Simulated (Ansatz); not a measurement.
Start from GaAs in the zinc blende structure (space group F-43m, No. 216; a = 5.659 Å). Axes: x, y, z lie along the cube axes.

Structures relaxed with PBEsol (Ansatz, a first-principles code; PAW; 420 eV plane waves; no spin-orbit coupling).

Base:

Simulated powder pattern, Cu Kα, λ = 1.54184 Å (kinematic, ideal powder, no thermal factors, no anomalous dispersion; the 10 strongest lines at most, above 2 %, up to 2θ = 90°):

```json
[
 {"2θ (°)": "27.30", "I/Imax (%)": "100", "hkl": "(111)"},
 {"2θ (°)": "45.33", "I/Imax (%)": "74", "hkl": "(220)"},
 {"2θ (°)": "53.72", "I/Imax (%)": "45", "hkl": "(311)"},
 {"2θ (°)": "66.04", "I/Imax (%)": "12", "hkl": "(400)"},
 {"2θ (°)": "72.86", "I/Imax (%)": "17", "hkl": "(331)"},
 {"2θ (°)": "83.73", "I/Imax (%)": "24", "hkl": "(422)"}
]
```

Modification: strain tensor (xx, yy, zz, yz, xz, xy) = (−1.86, −1.61, −0.52, +1.47, −0.29, −1.09) %, atoms relaxed at fixed cell.

After the change:

Simulated powder pattern, Cu Kα, λ = 1.54184 Å (kinematic, ideal powder, no thermal factors, no anomalous dispersion; the 10 strongest lines at most, above 2 %, up to 2θ = 90°):

```
2θ (°)  I/Imax (%)       hkl
------  ----------  --------
27.14           99  (1 1 -1)
27.66           99  (1 -1 1)
27.80          100  (-1 1 1)
28.11          100     (111)
45.14           52  (0 2 -2)
45.65           50  (2 0 -2)
45.79           50     (220)
46.05           49  (2 -2 0)
46.58           47     (022)
46.72           47     (202)
```

The indices refer to the base's conventional cell; one index is shown for lines that coincide. The space group is now P1 (No. 1).

Stability against distortions was not tested.
